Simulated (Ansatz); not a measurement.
The reference is Ge in the diamond structure (space group Fd-3m, No. 227; a = 5.676 Å).

Calculations: Kohn–Sham DFT with the PBEsol functional, run in Ansatz (a quantum-chemistry and plane-wave program) with PAW and 420 eV plane waves, no SOC, earlier PAW set.

Before the change:

Magnetic state: not spin-polarised
Volume per atom: 22.86 Å³

Now apply this change: every Ge is replaced by Ni; the structure is relaxed again.

Q: What does the calculation give for the magnetic state after the change?

A: The magnetic state becomes ferromagnetic (base: not spin-polarised).

Q: What happens to the volume per atom?

A: The volume per atom drops by 7.16 Å³ to 15.70 Å³.

Other magnetic orders, which the real material may have, were not ruled out. Whether these cells are dynamically stable was not tested. As relaxed here, Ni is a hypothetical phase, not in the database extracts checked.
